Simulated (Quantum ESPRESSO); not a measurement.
## Short convergence ladders for ZnPt (P4/mmm, 2 atoms in the cell)

```
ZnPt
1.0
    2.84231     0.00000     0.00000
    0.00000     2.84231     0.00000
    0.00000     0.00000     3.48408
Zn Pt
1 1
Direct
  0.50000   0.50000   0.50000
  0.00000   0.00000   0.00000
```

Base method: LDA (PZ), GBRV 1.5 ultrasoft (LDA) pseudopotentials (plane waves; Quantum ESPRESSO 7.5).

Base settings: ecutwfc = 50 Ry; ecutrho = 400 Ry; occupations = smearing; smearing = fd; degauss = 0.0073499 Ry; potentials = {Zn: zn_lda_v1.uspp.F.UPF, Pt: pt_lda_v1.4.uspp.F.UPF}; K_POINTS = automatic 6 6 5 0 0 0; conv_thr = 1e-10 Ry; mixing_beta = 0.3.

Core times come from one kind of shared machine, to one figure; runs under 30 s give none.

**Zone-centre phonons against the cutoff**

In this ladder: ph.x.tr2_ph = 1e-14; ph.x.fildyn = dyn.G; dynmat.x.fildyn = dyn.G; dynmat.x.asr = simple. Moved along: ecutrho.

The mesh stays at the base's, so the ladder's end is converged at best in this setting alone.

Frequencies are those of the unrelaxed cell, without the LO-TO term of polar crystals.

Only quantities that move along the ladder and can be compared are tabulated.

| ecutwfc | highest zone-centre frequency (cm⁻¹) |
|---|---|
| 25 Ry | 200.4 |
| 30 Ry | 190.7 |
| 35 Ry | 192.6 |
| 42 Ry | 192.6 |
| 50 Ry | 192.7 |
| 75 Ry | 193.0 |

Coarsest ecutwfc that holds the highest zone-centre frequency within 1 cm⁻¹ of the last step, with all finer ones: 35 Ry; the step before is off by 2.3 cm⁻¹.

**Zone-centre phonons against the mesh**

In this ladder: ph.x.tr2_ph = 1e-14; ph.x.fildyn = dyn.G; dynmat.x.fildyn = dyn.G; dynmat.x.asr = simple.

Frequencies are those of the unrelaxed cell, without the LO-TO term of polar crystals.

Only quantities that move along the ladder and can be compared are tabulated.

```csv
K_POINTS,highest zone-centre frequency (cm⁻¹),core time / last (rough)
automatic 3 3 3 0 0 0,183.3,0.1
automatic 5 5 4 0 0 0,190.1,0.2
automatic 7 7 6 0 0 0,191.0,0.4
automatic 11 11 9 0 0 0,192.5,1
```

Coarsest K_POINTS that holds the highest zone-centre frequency within 5 cm⁻¹ of the last step, with all finer ones: automatic 5 5 4 0 0 0, at about 0.2 of the last step's time; the step before is off by 9.2 cm⁻¹.

On the base run: the starting cell comes from a database of computed structures (which also holds hypothetical and non-ambient phases and stackings), without a prior relaxation at this level. Its lattice was rescaled by up to half a per cent. Spin polarisation is off. In the base run, with a pressure of about -8 GPa the cell is away from its equilibrium volume at this level. Without a gap this mesh is coarse (it stands for a supercell whose shortest vector is 17 Å).
